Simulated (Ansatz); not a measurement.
Defect migration in polar orthorhombic ZrO2 with all lengths changed by -1 %: O vacancy, charge state +2. The step: a nearby O atom hops onto the vacant site; the atom moves 2.53 Å along (0.20, -0.02, -0.45) of the unit cell; the moving atom starts with neighbours O at 2.55, O at 2.61; 2 Zr at 2.09, Zr at 2.18 Å and ends with O at 2.58; Zr at 2.03, Zr at 2.14, Zr at 2.18 Å. DFT values are from Ansatz (plane-wave PAW, 420 eV unless said) in a cell of 96 host sites, spin-restricted, static, with no finite-size correction. The host's phase is taken as given; its stability against other phases was not computed. The charge state is imposed; whether it is stable for some Fermi level was not computed. Forms of the defect that were not tried may lie lower. For the PBE band: the saddle point's order was not checked.

```
Level                                                              Forward barrier (eV)  Cost of the band or of the saddle's single point
-----------------------------------------------------------------  --------------------  ------------------------------------------------
CHGNet universal potential (has no charge state), its own band                     0.45                                                 -
PBE, the Γ point alone, band relaxed                                               0.45            about 10 core-minutes (a rough figure)
PBE, a 2×2×2 k-point mesh shifted by half a step, same geometries                  0.45           about 3.0 core-minutes (a rough figure)
```

Ansatz is a quantum-chemistry and plane-wave program.
